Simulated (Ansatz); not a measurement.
The starting structures come from a database of crystals and need not be the phases stable at ambient conditions.

Inside the gap of an insulator the Bloch states are evanescent, with a wavenumber k + iκ along the transport direction.

```
CELL_PARAMETERS angstrom
      3.78818     0.00000     0.00000
      0.00000     5.34650     0.00000
      0.00000     0.00000     3.78818
ATOMIC_POSITIONS crystal
  Al 0.50000 0.50000 0.50000
  Ga 0.00000 0.00000 0.00000
  P  0.50000 0.74961 0.00000
  P  0.00000 0.25039 0.50000
```

Space group of this cell: P-4m2. The cell is strained (all lengths scaled by 0.98); by PBEsol its mean pressure is 5.5 GPa.

Transport runs along the normal of the first two printed cell vectors, the (100) plane of the conventional cell.

The gap is the functional's own. No spin-orbit coupling. Mid-gap values are interpolated on the energy grid.

Q: Give the band gap and the smallest decay constant κ at mid-gap that Ansatz (a program for electronic structure) with PBEsol yields.

A: Gap 1.36 eV on a 8×6×8 mesh; κ = 0.126 1/Å, at the zone centre.
